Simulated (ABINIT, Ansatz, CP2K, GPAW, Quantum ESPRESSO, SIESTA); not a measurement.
CaMg (Cm, 6 atoms in the cell) computed with different codes at matched settings

Self-consistent single point.

```
CELL_PARAMETERS angstrom
      6.62631    -1.82170     0.00000
      6.62631     1.82170     0.00000
     -2.25708     0.00000     7.97159
ATOMIC_POSITIONS crystal
  Ca 0.02007 0.02007 0.00644
  Ca 0.37778 0.37778 0.27387
  Ca 0.32602 0.32602 0.66711
  Mg 0.66105 0.66105 0.34158
  Mg 0.05745 0.05745 0.60790
  Mg 0.72429 0.72429 0.93642
```

Shared settings, as Ansatz (a program for electronic structure) writes them: kpoints.mp_grid.grid = 5 5 2; scf.occupations.method = gaussian; scf.occupations.width = 0.05 eV. Potentials and cutoffs stand in the table.

```tsv
code	model	pressure (GPa)	largest force (eV/Å)	cutoff
ABINIT	PBEsol, PAW (JTH v2.0 PBE PAW, files made for PBE)	-1.11	0.149	544 eV
GPAW	PBEsol, GPAW PAW datasets PBEsol (made by gpaw-setup)	-0.91	0.152	800 eV
CP2K	PBEsol, GPW, DZVP-MOLOPT-SR-GTH basis, GTH-PBE potentials (GTH_POTENTIALS)	0.16	–	grid 1000 Ry
Quantum ESPRESSO	PBEsol, SSSP 1.1.2 efficiency (PBE) pseudopotentials	-0.99	0.150	40 Ry
SIESTA	GGA PBEsol, numerical atomic orbitals DZP, PseudoDojo PBEsol standard norm-conserving potentials (rewritten from UPF to PSML)	3.52	0.299	grid 300 Ry
Ansatz	PBEsol, PAW files made with PBE	-1.00	0.150	default
```

Size of the force on each atom (eV/Å): Sizes of forces hide their directions.

| code | Ca1 | Ca2 | Ca3 | Mg4 | Mg5 | Mg6 |
|---|---|---|---|---|---|---|
| ABINIT | 0.149 | 0.121 | 0.060 | 0.064 | 0.057 | 0.051 |
| GPAW | 0.152 | 0.125 | 0.062 | 0.070 | 0.064 | 0.047 |
| Quantum ESPRESSO | 0.150 | 0.122 | 0.059 | 0.067 | 0.064 | 0.047 |
| SIESTA | 0.299 | 0.164 | 0.072 | 0.234 | 0.251 | 0.250 |
| Ansatz | 0.150 | 0.122 | 0.060 | 0.065 | 0.064 | 0.044 |

A dash marks a value that a program does not give, or that is left out as unsure.

The spread over the programs that give each value: pressure within 4.63 GPa; largest force within 0.150 eV/Å.

CP2K and SIESTA use small atom-centred bases, whose incompleteness enters pressures, forces and empty levels differently from a plane-wave cutoff. Ansatz's pressure is given at a fixed set of plane waves, as the other plane-wave codes print theirs. In the pressure, CP2K (by 1.15) and SIESTA (by 4.51) lie more than 1 GPa from the median of the plane-wave programs. In the force vectors, SIESTA (by 0.240) lies more than 0.08 eV/Å from the median of the plane-wave programs.

The shared mesh is coarse (it stands for a supercell whose shortest vector is 17 Å), so the values are not converged in it.

The starting cell comes from a database of computed structures (which also holds hypothetical and non-ambient phases and stackings), without a prior relaxation at this level. Its lattice was rescaled by a random factor within 2.5 % of one.

Left out of this page: Elk (not drawn, or without a comparable value).

Keys are those of Ansatz 0.2.
